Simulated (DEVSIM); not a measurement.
Structure: illuminated Si n-on-p cell, one wavelength, with a back-surface field, at 300 K.

```
layer (left to right)  material  thickness (μm)  Nd (cm⁻³)  Na (cm⁻³)   τn (s)   τp (s)  absorption coefficient (cm⁻¹)
---------------------  --------  --------------  ---------  ---------  -------  -------  -----------------------------
1                            Si           0.890     6.8e17          -   9.1e-5   1.4e-5                            140
2                            Si             200          -     8.3e15  0.00057  0.00057                            140
3                            Si           0.170          -     1.4e18  0.00057  0.00057                            140
```

Left contact: ohmic, minority hole recombination velocity 50000 cm/s. Right contact: ohmic, minority electron recombination velocity 1e7 cm/s. Voltage is applied to the left contact. Recombination: SRH at mid-gap, radiative, Auger. Gap narrowing is on: ΔEg = 6.92 meV × (l + √(l² + 0.5)), l = ln(N/1.3e17 cm⁻³), shared equally by both band edges. Light enters at the left, 3.7e17 photons cm⁻² s⁻¹, one pass, no reflection. Mobility is μmin + (μ − μmin)/(1 + (N/Nref)^α).

The device is made up for the run: typed textbook-type constants, with dimensions and the other settings drawn at random. Values at 300 K.

| parameter | Si |
|---|---|
| gap (eV) | 1.124 |
| affinity (eV) | 4.05 |
| permittivity | 11.7 |
| Nc (cm⁻³) | 2.86e19 |
| Nv (cm⁻³) | 3.1e19 |
| μn (cm²/Vs) | 1417 |
| μp (cm²/Vs) | 470 |
| μn,min | 52 |
| μp,min | 45 |
| Nref,n | 9.7e16 |
| Nref,p | 2.2e17 |
| αn | 0.68 |
| αp | 0.72 |
| B (cm³/s) | 4.7e-15 |
| Cn (cm⁶/s) | 2.8e-31 |
| Cp (cm⁶/s) | 9.9e-32 |

Simulated with DEVSIM: 1D drift-diffusion, Boltzmann statistics, complete ionisation; no tunnelling, impact ionisation, image-force lowering or self-heating.

The photon flux was swept, all else fixed.

| photon flux (cm^-2 s^-1) | largest power (mW/cm²) | short-circuit current (mA/cm²) | share of generated pairs collected at short circuit | open-circuit voltage (V) |
|---|---|---|---|---|
| 1.1e16 | 0.504 | 1.25 | 0.757 | 0.501 |
| 3.7e16 | 1.83 | 4.22 | 0.757 | 0.533 |
| 1.1e17 | 5.76 | 12.6 | 0.758 | 0.561 |
| 3.7e17 | 20.7 | 42.4 | 0.761 | 0.592 |
| 1.1e18 | 65.5 | 128 | 0.770 | 0.619 |
| 3.7e18 | 239 | 445 | 0.798 | 0.649 |
| 1.1e19 | 786 | 1430 | 0.863 | 0.673 |

From the first row to the last the largest power goes from 0.504 to 786. From the first row to the last the short-circuit current goes from 1.25 to 1430.
